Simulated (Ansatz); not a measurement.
Effective masses and thermopower of BeSe under load (space group F-43m)

Given:

```
CELL_PARAMETERS angstrom
      0.00000     2.58714     2.58714
      2.58714     0.00000     2.58714
      2.58714     2.58714     0.00000
ATOMIC_POSITIONS crystal
  Be 0.00000 0.00000 0.00000
  Se 0.25000 0.25000 0.25000
```

Level of theory: PBEsol with spin-orbit coupling, rigid bands (plane waves, PAW; Ansatz, a quantum-chemistry and plane-wave program). Condition of this run: hydrostatic pressure -2 GPa (the target of the relaxation). Geometry: cell and atoms relaxed with PBEsol, then loaded as said.

```
Quantity                                                                                                                                                       Value
---------------------------------------------------------------------------------------------------------------------------------------  ---------------------------
band gap                                                                                                                                                     2.38 eV
electron conductivity mass (300 K, dilute)                                                                                                                   0.36 mₑ
hole conductivity mass (300 K, dilute)                                                                                                                       0.58 mₑ
effective density of states N_c (300 K)                                                                                                                  1.9e19 cm⁻³
effective density of states N_v (300 K)                                                                                                                  2.3e19 cm⁻³
density-of-states mass, electrons                                                                                                                            0.84 mₑ
density-of-states mass, holes                                                                                                                                0.94 mₑ
Seebeck coefficient, n-type 1e19 cm⁻³, 300 K                                                                                                               -273 μV/K
best n-type power factor at 300 K for τ = 10 fs (best axis; densities from 1e16 to 1e21 cm⁻³ tried, whether or not they can be reached)  8.6 μW/(cm·K²) at 1e20 cm⁻³
Seebeck coefficient, p-type 1e19 cm⁻³, 300 K                                                                                                                293 μV/K
best p-type power factor at 300 K for τ = 10 fs (best axis; densities from 1e16 to 1e21 cm⁻³ tried, whether or not they can be reached)  7.2 μW/(cm·K²) at 1e20 cm⁻³
```

Rigid bands; masses and Seebeck coefficients take one relaxation time τ for all states and one kind of carrier; polarons and phonon drag are left out.
